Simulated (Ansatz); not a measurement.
The parent structure is PbSe in the rock salt structure (space group Fm-3m, No. 225; a = 6.218 Å).

Level of theory: Ansatz (a quantum-chemistry and plane-wave program), PBE, PAW, cutoff 420 eV, spin-orbit coupling left out.

Strains are applied to the cell and any free atomic positions relax.

One change was made to it. Results:

The pressure falls by 2.93 GPa, from -0.01 GPa to -2.94 GPa; the band gap rises by 0.19 eV (0.43 eV → 0.62 eV).

Name the change that was made.
A. isotropic strain +1.00 %
B. isotropic strain −3.00 %
C. isotropic strain +2.50 %

C, isotropic strain +2.50 %. For comparison, the band gap in the other runs: isotropic strain +1.00 % gives 0.52 eV; isotropic strain −3.00 % gives 0.13 eV.

With Pb present, leaving out spin-orbit coupling can change the band edges. Stability against distortions was not tested. The zero or small gap of PbSe under isotropic strain −3.00 % can change with the level of theory.
